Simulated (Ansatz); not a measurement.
Level of theory: PBE (plane waves to 420 eV, PAW; Ansatz, a first-principles code).

Electrostatic potential energy of an electron, averaged over planes parallel to the surface, in eV from the Fermi level, for a constructed model of the (111) surface of fcc Pd, a pseudomorphic layer of Rh in the host's stacking (bottom of the slab: a bare face, its two planes held):

```csv
z (Å),V (eV)
3.61,5.22
3.89,5.21
4.17,5.21
4.44,5.21
4.72,5.21
5.00,5.20
5.28,5.19
5.56,5.16
5.83,5.10
6.11,4.97
6.39,4.69
6.67,4.10
6.94,2.79
7.22,-0.48
7.50,-7.16
7.78,-14.08
8.06,-17.84
8.33,-15.21
8.61,-8.61
8.89,-1.83
9.17,1.18
9.44,-0.14
9.72,-6.00
10.00,-13.02
10.28,-17.67
10.56,-16.34
10.83,-10.28
11.11,-3.29
11.39,0.74
11.67,0.27
11.94,-4.83
12.22,-11.88
12.50,-17.22
12.78,-17.04
13.06,-11.52
13.33,-4.46
13.61,0.43
13.89,0.72
14.17,-3.47
14.44,-10.49
14.72,-16.47
15.00,-17.60
15.28,-12.85
15.56,-5.83
15.83,-0.15
16.11,0.96
16.39,-2.22
16.67,-9.03
16.94,-15.49
17.22,-17.94
17.50,-14.20
17.78,-7.40
18.06,-1.09
18.33,0.89
18.61,-1.41
18.89,-7.89
19.17,-14.64
19.44,-18.09
19.72,-15.41
20.00,-8.93
20.28,-2.32
20.56,0.18
20.83,-2.77
21.11,-11.54
21.39,-20.44
21.67,-23.76
21.94,-19.63
22.22,-10.30
22.50,-1.56
22.78,2.32
23.06,3.86
23.33,4.59
23.61,4.94
23.89,5.11
24.17,5.19
24.44,5.23
24.72,5.25
25.00,5.26
25.28,5.26
25.56,5.26
25.83,5.26
26.11,5.26
```

Slab: 7 atoms, 13.8 Å thick at the start; k 15x15x1, smearing 0.1 eV, dipole-corrected; 2 atoms held, the rest relaxed; symmetry of the start imposed; no spin, no spin-orbit, no U. In PBE it is, or lies within 0.01 eV a 1x1 cell of, the lowest of the 2 structures of its composition computed so far; larger cells were not tried.

The vacuum level lies 5.27 eV above the Fermi level over the top face and 5.22 eV above it under the bottom face.
